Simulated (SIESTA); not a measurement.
Worked example: self-consistent single point of Ca2AsI (R3m, 4 atoms in the cell) in SIESTA.

Level of theory: LDA PW92, numerical atomic orbitals DZP, PseudoDojo LDA standard norm-conserving potentials (rewritten from UPF to PSML) in SIESTA.

The change in words: 1 x 1 x 1 supercell, one As atom moved by 0.02 angstrom along z; ElectronicTemperature: 10 K → 50 meV. Reference geometry:
```
CELL_PARAMETERS angstrom
      2.20485     1.27297     7.47320
     -2.20485     1.27297     7.47320
      0.00000    -2.54594     7.47320
ATOMIC_POSITIONS crystal
  Ca 0.23128 0.23128 0.23128
  Ca 0.76872 0.76872 0.76872
  As 0.50000 0.50000 0.50000
  I  0.00000 0.00000 0.00000
```

Reference input (self-consistent single point, DFT, LDA PW92, numerical atomic orbitals DZP, PseudoDojo LDA standard norm-conserving potentials (rewritten from UPF to PSML)): XC.functional = LDA; XC.authors = PW92; potentials = PseudoDojo LDA standard; PAO.BasisSize = DZP; PAO.EnergyShift = 0.01 Ry; MeshCutoff = 400 Ry; kgrid.MonkhorstPack = 7 7 7; OccupationFunction = FD; ElectronicTemperature = 10 K; MaxSCFIterations = 150; SCF.Mixer.Method = Pulay; SCF.Mixer.Weight = 0.25. This run's input differs from it in these lines:

```diff
@@ -21,3 +21,3 @@
     -0.000000000   -0.000001453   32.568201574  1
-     0.000000000   -0.000000945   21.183451912  2
+    -0.000000000   -0.000000947   21.221243190  2
      0.000000000    0.000000000    0.000000000  3
@@ -36,3 +36,3 @@
 OccupationFunction           FD
-ElectronicTemperature        10 K
+ElectronicTemperature        50.0 meV
```

The program printed (abridged):

```
        iscf     Eharris(eV)        E_KS(eV)     FreeEng(eV)     dDmax    Ef(eV) dHmax(eV)
   scf:    1    -5335.510384    -5341.341486    -5341.341486  1.349299 -4.267013  6.251431
   scf:    2    -5343.367294    -5342.488394    -5342.488394  0.119806 -3.615767  2.258054
   scf:    3    -5342.886188    -5342.763451    -5342.763451  0.165980 -3.292199  0.804635
   scf:    4    -5342.776512    -5342.774818    -5342.774818  0.060920 -3.346042  0.405488
   scf:    5    -5342.782559    -5342.780477    -5342.780478  0.022902 -3.303879  0.062055
   [... 2 lines left out ...]
   scf:    8    -5342.780518    -5342.780518    -5342.780519  0.000487 -3.303033  0.003056
   scf:    9    -5342.780518    -5342.780518    -5342.780519  0.000085 -3.303221  0.001033
   scf:   10    -5342.780518    -5342.780518    -5342.780519  0.000052 -3.303313  0.000018
   scf:   11    -5342.780518    -5342.780518    -5342.780519  0.000001 -3.303312  0.000015
SCF Convergence by DM+H criterion
max |DM_out - DM_in|         :     0.0000005185
max |H_out - H_in|      (eV) :     0.0000152174
SCF cycle converged after 11 iterations

Using DM_out to compute the final energy and forces

siesta: E_KS(eV) =            -5342.7805

siesta: E_KS - E_eggbox =     -5342.7805

siesta: Atomic forces (eV/Ang):
     1    0.000000   -0.000001    0.374297
     2    0.000000    0.000001   -0.266850
     3    0.000000    0.000002   -0.124964
     4    0.000000    0.000000    0.017168
   Tot    0.000000    0.000001   -0.000348
   Max    0.374297
   Res    0.137604    sqrt( Sum f_i^2 / 3N )
   Max    0.374297    constrained

Stress tensor Voigt[x,y,z,yz,xz,xy] (kbar):      -15.43      -15.44      -10.31        0.00        0.00        0.00
(Free)E + p*V (eV/cell)    -5341.7024
   [... lines left out ...]
siesta: FreeEng =     -5342.780519
siesta: Cell volume =        125.849988 Ang**3
siesta:          13.72593274         30.94885870  kBar
   [... lines left out ...]
               5Pdxy   5Pdyz   5Pdz2   5Pdxz   5Pdx2-y2
   4  6.762   1.695   0.102   1.559   1.503   1.559   0.091   0.117   0.091
              0.006   0.012   0.011   0.012   0.006

mulliken: Qtot =       42.000

Mulliken Atomic Populations:
Atom #   charge [q] valence [e]  Species
     1     0.328392    9.671608  Ca
     2     0.324032    9.675968  Ca
     3    -0.890906   15.890906  As
     4     0.238482    6.761518  I
 Total    -0.000000
```

The run converged in 11 iterations. Against the reference run the free energy is nearly the same (within 1 meV/atom), the pressure stays at 1.37 GPa, the largest force goes from 0.320 to 0.374 eV/Å and the gap on the mesh stays at 1.066 eV.

The starting cell comes from a database of computed structures (which also holds hypothetical and non-ambient phases and stackings), without a prior relaxation at this level. Its lattice was rescaled by up to half a per cent. For this run, on top of that: 1 x 1 x 1 supercell, one As atom moved by 0.02 angstrom along z. Spin-orbit coupling is off. Values carry the incompleteness of an atom-centred basis. The basis of the alkali or alkaline-earth atoms may lack their empty d shell, which can raise the gap.

Cost on one core of a shared machine: roughly 80 s.
